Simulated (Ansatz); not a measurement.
We consider InSe (P-6m2, No. 187; structure not from a measured cell), described by PBE0 (plane waves, PAW; Ansatz, a quantum-chemistry and plane-wave program).

Settings: plane-wave cutoff 460 eV, 6×6×2 k mesh (along the axes of the cell as run), Fermi–Dirac smearing 0.01 eV, scalar-relativistic PAW data made under PBE.

Cell (relaxed with PBEsol):

```
InSe
1.0
    4.00825     0.00000     0.00000
   -2.00413     3.47125     0.00000
    0.00000     0.00000    16.86994
In Se
4 4
Direct
  0.00000   0.00000   0.58228
  0.00000   0.00000   0.41772
  0.33333   0.66667   0.91773
  0.33333   0.66667   0.08227
  0.66667   0.33333   0.84201
  0.66667   0.33333   0.15799
  0.33333   0.66667   0.65799
  0.33333   0.66667   0.34201
```

### Question
Give the computed band gap.

### Answer

- band gap = 1.81 eV (on the SCF k mesh)

Note: cell and atoms aren't relaxed at this level (largest force component 0.16 eV/Å, pressure 0.7 GPa); the cell has widely spaced layers and the level no dispersion term, so their spacing and the moduli can rest on weak binding.

Spin–orbit coupling is not included.

The computed numbers hold no vibrational or temperature effects.
